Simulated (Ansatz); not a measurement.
The reference is AlN in the zinc blende structure (space group F-43m, No. 216; a = 4.378 Å).

Computed with Kohn–Sham DFT with the PBEsol functional, run in Ansatz (a quantum-chemistry and plane-wave program) with PAW and 420 eV plane waves, spin-orbit coupling left out.

For the base:

The valley order comes out as X along ⟨100⟩ 3.19 eV; Γ 4.06 eV. The smallest direct gap is 4.06 eV and the lattice parameter a comes out as 8.273 bohr.

The change: a negative pressure, −2 GPa.

Question: How does this affect the valley order, smallest direct gap and lattice parameter a?

Answer: The valley order (the lowest conduction-band minima on the path, energy above the VBM, named in the base's zone) becomes X along ⟨100⟩ 3.19 eV; Γ 3.97 eV (base: X along ⟨100⟩ 3.19 eV; Γ 4.06 eV); the smallest direct gap falls by 0.09 eV to 3.97 eV; the lattice parameter a rises by 0.028 bohr to 8.301 bohr.

Load acts through the strain it causes; cell and atoms are relaxed under it. Stability against distortions was not tested. This is not the structure that AlN has at room temperature and ambient pressure.
